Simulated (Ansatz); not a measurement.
End structure of Pt on the 1x1 (10-10) surface of wurtzite ZnO (cut with top plane O + Zn), one in a 2x1 cell, started at the site 'top Zn':

Host crystal: wurtzite ZnO, with a band gap (PBE, scalar-relativistic without spin-orbit coupling).

```yaml
crystal:
  lattice:
    - [6.55898, 0.00000, 0.00000]
    - [0.00000, 5.29379, 0.00000]
    - [0.00000, 0.00000, 28.50000]
  atoms:
    - { symbol: O, position: [0.25000, 0.37743, 0.33452] }
    - { symbol: O, position: [0.75000, 0.37743, 0.33452] }
    - { symbol: Zn, position: [0.25000, 0.03125, 0.34633] }
    - { symbol: Zn, position: [0.75000, 0.03125, 0.34633] }
    - { symbol: O, position: [0.00000, 0.87215, 0.36753] }
    - { symbol: O, position: [0.50000, 0.87215, 0.36753] }
    - { symbol: Zn, position: [0.00000, 0.49479, 0.36289] }
    - { symbol: Zn, position: [0.50000, 0.49479, 0.36289] }
    - { symbol: O, position: [0.00000, 0.37176, 0.43285] }
    - { symbol: O, position: [0.50000, 0.37176, 0.43285] }
    - { symbol: Zn, position: [0.00000, 0.99599, 0.43628] }
    - { symbol: Zn, position: [0.50000, 0.99599, 0.43628] }
    - { symbol: O, position: [0.25000, 0.87015, 0.46746] }
    - { symbol: O, position: [0.75000, 0.87015, 0.46746] }
    - { symbol: Zn, position: [0.25000, 0.49048, 0.46515] }
    - { symbol: Zn, position: [0.75000, 0.49048, 0.46515] }
    - { symbol: O, position: [0.25000, 0.37068, 0.53215] }
    - { symbol: O, position: [0.75000, 0.37148, 0.53248] }
    - { symbol: Zn, position: [0.25000, 0.99277, 0.53425] }
    - { symbol: Zn, position: [0.75000, 0.99282, 0.53440] }
    - { symbol: O, position: [0.00141, 0.87108, 0.56723] }
    - { symbol: O, position: [0.49859, 0.87108, 0.56723] }
    - { symbol: Zn, position: [0.00214, 0.49263, 0.56499] }
    - { symbol: Zn, position: [0.49786, 0.49263, 0.56499] }
    - { symbol: O, position: [0.99757, 0.37043, 0.63145] }
    - { symbol: O, position: [0.50243, 0.37043, 0.63145] }
    - { symbol: Zn, position: [0.98733, 0.98989, 0.63435] }
    - { symbol: Zn, position: [0.51267, 0.98989, 0.63435] }
    - { symbol: O, position: [0.25000, 0.00024, 0.67135] }
    - { symbol: O, position: [0.75000, 0.87001, 0.66632] }
    - { symbol: Zn, position: [0.25000, 0.40591, 0.67076] }
    - { symbol: Zn, position: [0.75000, 0.52112, 0.65606] }
    - { symbol: Pt, position: [0.25000, 0.76611, 0.72304] }
```

Set-up: 33 atoms, 9.4 Å thick at the start under the adsorbate (thin: gaps and levels are the slab's own); mesh 3x4x1; 0.01 eV smearing; dipole correction on; 16 atoms held, the rest relaxed; start symmetry kept, larger cells not searched; spin-polarised, no spin-orbit, no U, no dispersion correction. The starting moment vanished. At the end it is bonded to O + Zn. In PBE this state lies 0.07 eV over the lowest of the starts that converged ('bridge Zn-Zn (span 3.3 Å) #2').

A negative adsorption energy means that the adsorbate is more stable on the surface than in its reference.

### Question
Estimate the change of the step from the bottom to the top vacuum level, against the clean slab that PBE (Ansatz, a first-principles code) returns for this input.

### Answer
-0.25 eV

### Question
Estimate the adsorption energy against an atom of fcc Pt that PBE returns for this input.

### Answer
2.71 eV
